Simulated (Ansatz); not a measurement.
The reference is CdS in the wurtzite structure (space group P6_3mc, No. 186; a = 4.1244 Å, c = 6.7082 Å). Axes: x lies along a and z along c of the hexagonal cell.

All numbers come from PBEsol in Ansatz (plane waves to 420 eV, PAW, no spin-orbit coupling).

Base values:

| Item | Value |
|---|---|
| Band gap | 1.09 eV |
| Electron mass | 0.11 mₑ along c, 0.12 mₑ across (at Γ) |
| Valence-band top at Γ | 0.00, 0.00, -0.05 eV |

It is then changed as follows: uniaxial strain ε_zz = −3.00 %, all other strain components held at zero; the atoms relax in the strained cell.

What does the calculation give for the band gap, electron mass, energy relative to the base and valence-band top at Γ after the change?

The band gap rises by 0.09 eV (1.09 eV → 1.18 eV); the electron mass goes from 0.11 mₑ along c, 0.12 mₑ across (at Γ) to 0.12 mₑ (at Γ); the energy rises by 6.7 meV/atom; the valence-band top at Γ (three highest levels, from the VBM) changes from 0.00, 0.00, -0.05 eV to 0.00, -0.03, -0.03 eV.

Masses are band curvatures over ±0.01 Å⁻¹ around the edge. Stability against distortions was not tested.

Ansatz is an electronic-structure program.
